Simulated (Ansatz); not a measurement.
Input and output of a zone-centre phonon calculation for Ba3Bi2 (Pm-3m, 5 atoms in the cell) (Ansatz, a first-principles code).

Method of the run: LDA (PW92), PAW files made with PBE (plane waves; Ansatz).

```
Ba3Bi2
1.0
    6.46279     0.00000     0.00000
    0.00000     6.46279     0.00000
    0.00000     0.00000     6.46279
Ba Bi
3 2
Direct
  0.00000   0.50000   0.50000
  0.50000   0.00000   0.50000
  0.50000   0.50000   0.00000
  0.00000   0.00000   0.00000
  0.50000   0.50000   0.50000
```

Reference input (self-consistent single point, DFT, LDA (PW92), plane waves, PAW files made with PBE): kpoints.mp_grid.grid = 5 5 5; hamiltonian.xc = lda; hamiltonian.pseudopotentials = {kind: paw} (the program's default PAW files); scf.occupations.method = fermi_dirac; scf.occupations.width = 0.05 eV. This run's input differs from it in these lines:

```diff
@@ -23,6 +23,4 @@
     width: 0.05
-output:
-  forces: true
-  eigenvalues: true
-  stress: true
+phonons:
+  method: dfpt
```

Output, abridged:

```
SCF iter   1: F=—  HF=-41520.127440 eV  |F-HF|=—  |Δ(HF+E_count)|=         —  Δρ=3.25e-2  dr2=1.16e1  ethr=3.10e-3  ⟨swp⟩=10.1  Hψ=5505  notcnv=0
all-band conjugate gradients solve this SCF's bands
preconditioner: auto → Resta (q_TF=auto, 2.123 Å⁻¹)
SCF iter   2: F=—  HF=-41517.621311 eV  |F-HF|=—  |Δ(HF+E_count)|=    2.51e0  Δρ=1.21e-2  dr2=9.87e-1  ethr=3.10e-3  ⟨swp⟩=9.5  Hψ=8651  notcnv=0  defer=1
   [... lines left out ...]
SCF iter   9: F=—  HF=-41517.339651 eV  |F-HF|=—  |Δ(HF+E_count)|=   4.08e-5  Δρ=2.77e-6  dr2=6.11e-8  ethr=5.58e-10  ⟨swp⟩=2.0  Hψ=1646  notcnv=0  defer=75
SCF iter  10: F=—  HF=-41517.339651 eV  |F-HF|=—  |Δ(HF+E_count)|=   8.69e-9  Δρ=6.34e-7  dr2=2.35e-9  ethr=1.02e-10  ⟨swp⟩=2.0  Hψ=1628  notcnv=0  defer=75
SCF iter  11: F=—  HF=-41517.339651 eV  |F-HF|=—  |Δ(HF+E_count)|=  2.26e-10  Δρ=1.71e-7  dr2=1.50e-10  ethr=3.91e-12  ⟨swp⟩=2.0  Hψ=1630  notcnv=0  defer=75
SCF iter  12: F=-41517.339651 eV  HF=-41517.339651 eV  |F-HF|=7.28e-12  |Δ(HF+E_count)|=  2.91e-11  Δρ=4.23e-8  dr2=6.34e-12  ethr=1.00e-12  ⟨swp⟩=12.9  Hψ=6524  notcnv=0
SCF 1 converged in 12 iterations: F = -41517.339651 eV  dr2 = 6.34e-12
DFPT response loops at Γ: preconditioner auto → Kerker (q_TF=auto, 2.123 Å⁻¹) (partly filled bands, converged f_vac=0.000) …
Free energy (F): -41517.339651 eV
Internal energy: -41517.337803 eV  (E = F + TS)
E sigma→0 (E₀):  -41517.338727 eV
Entropy (-TS):   -0.001849 eV (-0.370 meV/atom)
Fermi energy:    5.924484 eV
--- Phonons (Γ-DFPT): 4 representative perturbations + reference, on 27 of 125 k-points (Σ response iterations 12) ---
  k mesh reduced under 8 symmetry operations, with k and −k counted as one. Each operation leaves every solved displacement unchanged or reverses it
  ASR residual: 3.178e-4 → 0.000e0 eV/Å²; symmetrization residual: 1.147e-4 eV/Å²
  ASR residual per site (eV/Å²): 1.87e-4 1.87e-4 1.87e-4 3.18e-4 1.52e-6
  Γ frequencies (cm⁻¹): -50.47 -50.47 -50.47 -32.28 -32.28 -32.28 0.00 0.00 0.00 40.71 40.71 40.71 144.06 144.06 144.06
  non-analytic LO–TO correction: not included (Born effective charges unavailable; polar crystals: no LO–TO splitting at Γ)
```

The run converged in 12 iterations. 

Summary of the result:
```
Item                                                                                                                 Value
--------------------------------------------------------  ----------------------------------------------------------------
Free energy E − TS (on the zero of these files)                                                             -41517.3397 eV
Fermi level (on the code's own zero)                                                                               5.92 eV
Zone-centre frequencies (cm⁻¹; negative means imaginary)  -50, -50, -50, -32, -32, -32, 0, 0, 0, 41, 41, 41, 144, 144, 144
```

The starting cell comes from a database of computed structures (which also holds hypothetical and non-ambient phases and stackings), without a prior relaxation at this level. Its lattice was rescaled by a random factor within 2.5 % of one.

Cost on one core of a shared machine: roughly 90 s.

Keys are those of Ansatz 0.2.
